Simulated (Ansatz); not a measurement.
# Convergence study of the k-point mesh at a smearing width of 0.02 eV for Tc (P-3m1, 2 atoms in the cell)

```yaml
crystal:
  lattice:
    - [1.36315, -2.36104, 0.00000]
    - [1.36315, 2.36104, 0.00000]
    - [0.00000, 0.00000, 4.36805]
  atoms:
    - { symbol: Tc, position: [0.33333, 0.66667, 0.26145] }
    - { symbol: Tc, position: [0.66667, 0.33333, 0.75000] }
```

Computed with PBEsol, default PAW files made with PBE (plane waves; Ansatz, an electronic-structure program).

Base settings: basis.ecutwfc = 36.7 Ry; kpoints.mp_grid.grid = 14 14 8; hamiltonian.xc = pbesol; hamiltonian.pseudopotentials = {kind: paw} (the program's default PAW files); scf.occupations.method = gaussian; scf.occupations.width = 0.0073 Ry.

In this ladder: scf.occupations.width = 0.0015 Ry.

Only quantities that move along the ladder and can be compared are tabulated.

The count of work is k-points × plane waves × bands × iterations; it is no time. 

The starting cell has typed, rounded lattice constants, without a prior relaxation at this level. Its lattice was rescaled by up to half a per cent. One atom was moved a little off its site on purpose. Spin polarisation is off. Ansatz's pressure includes its estimate of the finite-basis (Pulay) stress. The cutoff lies below the one recommended for these files.

| kpoints.mp_grid.grid | free energy less the last step's (meV/atom) | pressure (GPa) | largest difference of a force vector from the last step's (eV/Å) | count of work / last |
|---|---|---|---|---|
| 5 5 3 | -60.60 | -2.05 | 0.257 | 0.0066 |
| 6 6 3 | 2.59 | -0.91 | 0.111 | 0.012 |
| 7 7 4 | -2.18 | -1.09 | 0.306 | 0.018 |
| 9 9 5 | 4.74 | -0.75 | 0.023 | 0.028 |
| 10 10 6 | 1.67 | -0.90 | 0.091 | 0.040 |
| 12 12 7 | 3.46 | -1.02 | 0.021 | 0.062 |
| 15 15 8 | 1.67 | -1.02 | 0.047 | 0.11 |
| 18 18 10 | -0.92 | -1.04 | 0.015 | 0.18 |
| 22 22 12 | 0.03 | -0.98 | 0.006 | 0.31 |
| 27 27 15 | -0.06 | -0.96 | 0.014 | 0.57 |
| 33 33 18 | 0.00 | -0.91 | 0.000 | 1.0 |

Coarsest kpoints.mp_grid.grid that holds the free energy within 1 meV/atom of the last step, with all finer ones: 18 18 10, at 0.18 of the last step's count of work; the step before is off by 1.7 meV/atom.

Coarsest kpoints.mp_grid.grid that holds the forces within 0.01 eV/Å: not settled: the last two steps still differ by 0.014 eV/Å, over half the tolerance, so the ladder does not show it.

Coarsest kpoints.mp_grid.grid that holds the pressure within 0.2 GPa of the last step, with all finer ones: 6 6 3, at 0.012 of the last step's count of work; the step before is off by 1.1 GPa.

Keys are those of Ansatz 0.2.
